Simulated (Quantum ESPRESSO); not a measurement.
## Quick settings and what they miss: BMoW (Fmmm, 6 atoms in the cell)

Self-consistent single point.

```
CELL_PARAMETERS angstrom
      0.00000     3.96092     3.98544
      2.40564     0.00000     3.98544
      2.40564     3.96092     0.00000
ATOMIC_POSITIONS crystal
  B  0.75000 0.75000 0.75000
  B  0.25000 0.25000 0.25000
  Mo 0.33064 0.66936 0.33064
  Mo 0.66936 0.33064 0.66936
  W  0.16872 0.16872 0.83128
  W  0.83128 0.83128 0.16872
```

Method of the run: LDA (PZ), GBRV 1.5 ultrasoft (LDA) pseudopotentials (plane waves; Quantum ESPRESSO).

Base settings: ecutwfc = 40 Ry; ecutrho = 320 Ry; occupations = smearing; smearing = fd; degauss = 0.0073499 Ry; potentials = {B: b_lda_v1.4.uspp.F.UPF, Mo: mo_lda_v1.uspp.F.UPF, W: w_lda_v1.2.uspp.F.UPF}; K_POINTS = automatic 7 7 7 0 0 0; conv_thr = 1e-10 Ry.

Tight run (finer mesh or higher cutoff; not a proven limit): ecutwfc: 40 Ry → 56 Ry; ecutrho: 320 Ry → 448 Ry; conv_thr: 1e-10 Ry → 7.3e-11 Ry; K_POINTS: automatic 7 7 7 0 0 0 → automatic 10 10 10 0 0 0. It gave Fermi level (on the code's own zero) 19.93 eV; pressure -19.58 GPa; largest force (vector length) 0.283 eV/Å.

Quick runs, as changes from the base:
- A: the base itself
- B: ecutwfc: 40 Ry → 20 Ry; ecutrho: 320 Ry → 160 Ry; conv_thr: 1e-10 Ry → 7.3e-06 Ry; K_POINTS: automatic 7 7 7 0 0 0 → automatic 4 4 4 0 0 0
- C: ecutwfc: 40 Ry → 32 Ry; ecutrho: 320 Ry → 256 Ry; pseudopotentials: {B: b_lda_v1.4.uspp.F.UPF, Mo: mo_lda_v1.uspp.F.UPF, W: w_lda_v1.2.uspp.F.UPF} → {B: b_pbesol_v1.4.uspp.F.UPF, Mo: mo_pbesol_v1.uspp.F.UPF, W: w_pbesol_v1.2.uspp.F.UPF}; K_POINTS: automatic 7 7 7 0 0 0 → automatic 6 6 6 0 0 0 [PBEsol]
- D: ecutwfc: 40 Ry → 20 Ry; ecutrho: 320 Ry → 160 Ry; pseudopotentials: {B: b_lda_v1.4.uspp.F.UPF, Mo: mo_lda_v1.uspp.F.UPF, W: w_lda_v1.2.uspp.F.UPF} → {B: b_pbesol_v1.4.uspp.F.UPF, Mo: mo_pbesol_v1.uspp.F.UPF, W: w_pbesol_v1.2.uspp.F.UPF}; K_POINTS: automatic 7 7 7 0 0 0 → automatic 2 2 2 1 1 1 [PBEsol]
- E: ecutwfc: 40 Ry → 28 Ry; ecutrho: 320 Ry → 224 Ry; smearing: fd → gauss; degauss: 0.0073499 Ry → 0.019992 Ry; K_POINTS: automatic 7 7 7 0 0 0 → automatic 4 4 4 1 1 1
- F: ecutwfc: 40 Ry → 24 Ry; ecutrho: 320 Ry → 192 Ry; smearing: fd → gauss; degauss: 0.0073499 Ry → 0.0147 Ry; K_POINTS: automatic 7 7 7 0 0 0 → automatic 6 6 6 1 1 1

Energies are extrapolated to zero smearing width, which holds to low order in the width alone (under cold and Methfessel-Paxton smearing the free energy itself is taken).

Dashes: pressure of B, not trusted under this conv_thr with d or f elements; time of B, D, under 30 s; energy of C, D, another energy zero.

† marks runs with another functional, U, potentials or spin treatment: their distance from the tight run is not a convergence error alone.

The count of work is k-points × plane waves × bands × iterations; it is no time. Core times come from one kind of shared machine and are given to one figure; runs under 30 s give none.

The starting cell comes from a database of computed structures (which also holds hypothetical and non-ambient phases and stackings), without a prior relaxation at this level. Its lattice was rescaled by a random factor within 2.5 % of one. Spin polarisation is off. In the base run, with a pressure of about -21 GPa the cell is away from its equilibrium volume at this level.

| run | energy less tight (meV/atom) | pressure less tight (GPa) | largest miss in a force vector (eV/Å) | count of work / tight | core time / tight (rough) |
|---|---|---|---|---|---|
| A | 31.6 | -1.59 | 0.036 | 0.22 | 0.2 |
| B | 672.9 | – | 0.110 | 0.014 | – |
| C† | – | 3.29 | 0.032 | 0.12 | 0.1 |
| D† | – | -33.64 | 0.581 | 0.0050 | – |
| E | 109.2 | -2.25 | 0.040 | 0.066 | 0.07 |
| F | 202.4 | -9.52 | 0.038 | 0.18 | 0.1 |

Among the runs at the tight run's level, the energy misses run from 31.6 to 672.9 meV/atom.
